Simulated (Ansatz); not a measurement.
# InP in the zinc blende structure (space group F-43m, No. 216)

```yaml
crystal:
  lattice:
    - [0.00000, 2.95351, 2.95351]
    - [2.95351, 0.00000, 2.95351]
    - [2.95351, 2.95351, 0.00000]
  atoms:
    - { symbol: P, position: [0.75000, 0.75000, 0.75000] }
    - { symbol: In, position: [0.00000, 0.00000, 0.00000] }
```

Computed with Ansatz (a first-principles code), r2SCAN, PAW, cutoff 500 eV, no SOC. Settings: 10×10×10 k-points, 0.05 eV Fermi–Dirac smearing.

```yaml
volume_per_atom: 25.76 Å³
density: 4.70 g/cm³
band_gap: 1.03 eV, direct at Γ
electron_mass: 0.074 mₑ
Hole mass (degenerate bands, along [100]): 0.073, 0.44, 0.44 mₑ
Lowest conduction-band minima above the VBM: Γ 1.03 eV; L along ⟨111⟩ 1.80 eV; X along ⟨100⟩ 2.04 eV
total_energy: -3185.870 eV/atom (σ→0; compares only within this code and set-up)
```

Effective masses come from finite differences of ±0.01 Å⁻¹. Whether these cells are dynamically stable was not tested.
